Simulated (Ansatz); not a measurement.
System: Zn₄TeS₃ (model structure, P-4m2, No. 115, 8 atoms in the cell). Method: PBE (Ansatz, a program for electronic structure, plane waves, PAW).

Settings: plane-wave cutoff 520 eV, 8×8×4 k mesh (along the axes of the cell as run), Fermi–Dirac smearing 0.01 eV, scalar-relativistic PAW data made under PBE.

Cell (relaxed at this level):

```cif
data_S3TeZn4
_chemical_formula_sum 'Zn4 S3 Te1'
_space_group_name_H-M_alt 'P-4m2'
_space_group_IT_number 115
_space_group_name_Hall 'P -4 -2'
_cell_length_a 3.99163
_cell_length_b 3.99163
_cell_length_c 11.19556
_cell_angle_alpha 90.000
_cell_angle_beta 90.000
_cell_angle_gamma 90.000
loop_
_atom_site_label
_atom_site_type_symbol
_atom_site_symmetry_multiplicity
_atom_site_Wyckoff_symbol
_atom_site_fract_x
_atom_site_fract_y
_atom_site_fract_z
_atom_site_occupancy
Zn1 Zn 2 g 0.00000 0.50000 0.34997 1
S1 S 2 e 0.00000 0.00000 0.23284 1
Zn2 Zn 2 g 0.50000 0.00000 0.11617 1
S2 S 1 b 0.50000 0.50000 0.00000 1
Te1 Te 1 c 0.50000 0.50000 0.50000 1
```

Task: What does this level give for the band gap and smallest direct gap on the k points sampled?

Result: 
band gap: 1.00 eV
smallest direct gap on the k points sampled: 1.08 eV

Note: the relaxation could raise the start's symmetry but not lower it, so the cell can be a saddle point.

Spin–orbit coupling is not included.

Computed values are for the static lattice.

Cost on a shared machine: very roughly 100 core-seconds.

A model structure was made by putting elements into a prototype or built by hand; it is no filed structure, need not be a known phase, and can be a saddle point held by its symmetry.
